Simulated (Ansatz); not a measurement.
Candidates (primitive cells; geometry: relaxed with this functional, without spin-orbit coupling):
A. V (Im-3m), a = 2.562 Å, b = 2.562 Å, c = 2.562 Å, α = 109.47°, β = 109.47°, γ = 109.47°
B. ScB2 (P6/mmm), a = b = 3.127 Å, c = 3.482 Å, α = β = 90.00°, γ = 120.00°
C. MgTl (Pm-3m), a = 3.614 Å, b = 3.614 Å, c = 3.614 Å, α = 90.00°, β = 90.00°, γ = 90.00°
D. TiOs (Pm-3m), a = b = c = 3.0614 Å, α = β = γ = 90.00°
E. NaAu2 (Fd-3m), a = 5.5139 Å, b = 5.5139 Å, c = 5.5139 Å, α = 60.00°, β = 60.00°, γ = 60.00°

Task: Order them by logarithmic mean phonon energy (lowest first) at the level PBEsol, DFPT electron-phonon coupling, linearised Boltzmann equation (Ansatz, a program for electronic structure).

Result: C (6.1 meV), E (8.2 meV), A (16.7 meV), D (25 meV), B (55 meV)

Metals; harmonic phonons. Halving the electron mesh moves these values by up to 4 %; q meshes are mostly untested. Some of the runs warned that the eigensolver left states short of its tolerance. Spin-orbit coupling is left out.

Formula and space group known from diffraction (Crystallography Open Database), not checked to be the room-temperature form: MgTl (Pm-3m), NaAu2 (Fd-3m), ScB2 (P6/mmm), TiOs (Pm-3m). Treated as nonmagnetic (a ferromagnetic start lost its moment, other orders weren't tried): V (Im-3m). The missing spin-orbit coupling matters most for MgTl (Pm-3m), NaAu2 (Fd-3m), TiOs (Pm-3m).
